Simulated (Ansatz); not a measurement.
## OsAl (model structure, started from the CuAu type, Pm-3m, No. 221, 2 atoms in the cell)

Level of theory: LDA (plane waves, PAW; Ansatz, an electronic-structure program).

Run with plane-wave cutoff 520 eV, 20×20×16 k mesh (along the axes of the cell as run), Fermi–Dirac smearing 0.05 eV, no spin polarisation, scalar-relativistic PAW data made under PBE.

Cell (relaxed at this level):

Space group Pm-3m (No. 221); a = 2.973 Å, b = 2.973 Å, c = 2.973 Å, α = 90.00°, β = 90.00°, γ = 90.00°

| atom | site | symmetry | x | y | z |
|---|---|---|---|---|---|
| Al | 1b | m-3m | 0.5000 | 0.5000 | 0.5000 |
| Os | 1a | m-3m | 0.0000 | 0.0000 | 0.0000 |

```
Item               Value
---------------  -------
bulk modulus B0  263 GPa
```

Note: the run has no spin polarisation, so it can have missed a magnetic state; the bulk modulus is −V dP/dV from two relaxed cells at ±2 % in volume; the relaxation could raise the start's symmetry but not lower it, so the cell can be a saddle point.

Spin–orbit coupling is not included.

Static lattice: no zero-point or thermal effects.

A model structure was made by putting elements into a prototype or built by hand; it is no filed structure, need not be a known phase, and can be a saddle point held by its symmetry.
